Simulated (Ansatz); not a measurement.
## WC with two functionals, isotropic strain −0.52 %

Start from WC (space group P-6m2, No. 187; a = 2.9225 Å, c = 2.8462 Å; relaxed with 0.1 eV smearing).

(Cell as relaxed with PBE.)

Levels (all Ansatz, an electronic-structure program, PAW): PBE (420 eV, spin-orbit coupling left out); r2SCAN (500 eV, scalar-relativistic without spin-orbit coupling).

Each level relaxes its own structure.

```
base                      PBE    r2SCAN
-------------------  --------  --------
volume per atom      10.53 Å³  10.42 Å³
lattice parameter a   2.922 Å   2.913 Å
band gap                 zero      zero
```

It is then changed as follows: every lattice vector is shortened by 0.52 %; the atoms relax in the strained cell.

| quantity | PBE | r2SCAN |
|---|---|---|
| pressure (mean of the normal stresses, compression positive) | 6.2 GPa | ? |
| band gap | zero | ? |
| energy relative to the base (free energy F) | +3.1 meV/atom | ? |

Task: Predict the r2SCAN column.

Result: 
- pressure (mean of the normal stresses, compression positive), r2SCAN: 6.5 GPa
- band gap, r2SCAN: zero
- energy relative to the base (free energy F), r2SCAN: +3.3 meV/atom

PBE's pressure lies 0.3 GPa below r2SCAN's; the two agree on the band gap. Neither level is exact; r2SCAN is the comparison here, not a measurement.

Whether these cells are dynamically stable was not tested. The final runs are not spin-polarised.
